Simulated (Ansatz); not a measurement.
Symmetric slabs, relaxed from ideal cuts in 1x1 cells, of elemental solids: work function (eV) by functional, in Ansatz (plane waves, PAW). All structures are PBE's; the other columns are single points with references at the same level. No spin-orbit coupling, Hubbard U or dispersion. The rows are a random draw from the class, without slabs that broke up, higher cuts of a face and adsorbates that left their site.

| system | PBE (eV) | r2SCAN (eV) |
|---|---|---|
| hcp Y (21-31), ideal cut with outer spacing 0.20 Å | 2.95 | 2.95 |
| beta tin (112), ideal cut with outer spacing 1.51 Å | 4.14 | 4.28 |
| hcp Zr (22-41), ideal cut with outer spacing 0.40 Å | 3.27 | 3.23 |
| hcp Ti (10-12), ideal cut with outer spacing 1.14 Å | 3.58 | 3.59 |
| hcp Zn (21-30), ideal cut with outer spacing 0.29 Å | 4.08 | ? |
| alpha gallium (121), ideal cut with outer spacing 0.31 Å | 4.13 | 4.27 |
| fcc Pd (211), ideal cut with outer spacing 0.81 Å | 5.00 | 4.98 |
| hcp Zr (21-31), ideal cut with outer spacing 0.17 Å | 3.37 | 3.37 |

Task: Fit a straight line y = a·x + b by least squares to the 7 complete rows (x: PBE (eV); y: r2SCAN (eV)).

Result: the means are x̄ = 3.7771 and ȳ = 3.8100; Σ(x − x̄)² = 2.8975 and Σ(x − x̄)(y − ȳ) = 2.9916, so a = 1.032 and b = ȳ − a·x̄ = -0.090. The largest residual is 0.096.

Task: What does the line predict for the withheld row, hcp Zn (21-30), ideal cut with outer spacing 0.29 Å, and what did the calculation give?

Result: the line gives 4.12; the calculation gave 4.14, a miss of 0.02, of the size of the fitted rows' scatter and rounding.

Ansatz is a program for electronic structure.
